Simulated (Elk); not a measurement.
A self-consistent single point of SiMo3 (Pm-3n, 8 atoms in the cell) with Elk.

Method: PBE, spin-orbit coupling in second variation, all-electron FP-LAPW, Elk's shipped species files, default APW+lo basis in Elk.

```xyz
8
Lattice="4.8706 0.0000 0.0000 0.0000 4.8706 0.0000 0.0000 0.0000 4.8706" Properties=species:S:1:pos:R:3 pbc="T T T"
Si     2.4353     2.4353     2.4353
Si     0.0000     0.0000     0.0000
Mo     0.0000     2.4353     1.2177
Mo     0.0000     2.4353     3.6530
Mo     1.2177     0.0000     2.4353
Mo     3.6530     0.0000     2.4353
Mo     2.4353     1.2177     0.0000
Mo     2.4353     3.6530     0.0000
```

Reference input (self-consistent single point, DFT, PBE, all-electron FP-LAPW, Elk's shipped species files, default APW+lo basis): xctype = 20; rgkmax = 7; stype = 0; swidth = 0.00734986 Ha; ngridk = 5 5 5; rmtscf = 0.83. This run's input differs from it in these lines:

```diff
@@ -6,2 +6,5 @@
 
+spinorb
+  .true.
+
 rgkmax
@@ -11,2 +14,8 @@
   0.83
+
+lmaxi
+  3
+
+nempty
+  10
```

Output, abridged:

```
│ Self-consistent loop started │
│ Loop number : 1 │
 total energy                :     -24857.4463868
 total moment                :  -0.1932444035E-20 -0.1761221541E-19  0.1034212725E-23
│ Loop number : 2 │
 total energy                :     -24858.5250687
 total moment                :  -0.5477201132E-20 -0.1096251841E-19  0.2778710659E-23
RMS change in Kohn-Sham potential (target) :   0.2306841686     (  0.1000000000E-05)
Absolute change in total energy (target)   :    1.078681949     (  0.1000000000E-03)
│ Loop number : 3 │
 total energy                :     -24859.3845239
   [... lines left out ...]
 total energy                :     -24878.1821656
 total moment                :  -0.1143850517E-20  0.9801796407E-20  0.6577781153E-23
RMS change in Kohn-Sham potential (target) :   0.4379672806E-06 (  0.1000000000E-05)
Absolute change in total energy (target)   :   0.2505508528E-03 (  0.1000000000E-03)
│ Loop number : 14 │
 total energy                :     -24878.1820685
 total moment                :  -0.5170712847E-20 -0.7305769058E-20 -0.2624833453E-22
RMS change in Kohn-Sham potential (target) :   0.1885890963E-06 (  0.1000000000E-05)
Absolute change in total energy (target)   :   0.3446252958E-04 (  0.1000000000E-03)
Convergence targets achieved

│ Loop number : 15 │

Energies :
 Fermi                       :     0.538362642030
 xc effective B-field        :    -0.572689086004E-09
 external B-field            :      0.00000000000
 total energy                :     -24878.1819985
 (external B-field energy excluded from total)

Density of states at Fermi energy :    82.69906365
 (states/Hartree/unit cell)

Estimated indirect band gap :   0.7610811727E-02
 from k-point      7 to k-point      4
Estimated direct band gap   :   0.1519643645E-01
 at k-point      9

Charges :
 core                        :    188.0000000
 valence                     :    92.00000000
 interstitial                :    22.18011947
 muffin-tins (core leakage)
  species :    1 (Si)
   atom    1                 :    11.31232825     (  0.8804089281E-02)
   [... lines left out ...]
   atom    5                 :  -0.7668273865E-21   0.000000000      0.4139789556E-20
   atom    6                 :   0.7668273865E-21   0.000000000     -0.4139789556E-20
 total in muffin-tins        :  -0.8279579112E-20  0.1532277774E-20  0.1376999497E-23
 total moment                :  -0.8274444782E-20  0.1544609449E-20 -0.1875177376E-22

│ Self-consistent loop stopped │
```

The run converged in 15 iterations. The count includes the last loop, which Elk runs after its targets are met. 

The starting cell comes from a database of computed structures (which also holds hypothetical and non-ambient phases and stackings), without a prior relaxation at this level. Its lattice was rescaled by a random factor within 2.5 % of one. Values depend on the basis (sphere radii, cutoffs, local orbitals), which need not be converged. The log's line on a gap gives a spacing of levels on this mesh, which the program prints for metals too.

Cost on one core of a shared machine: roughly 2 min.
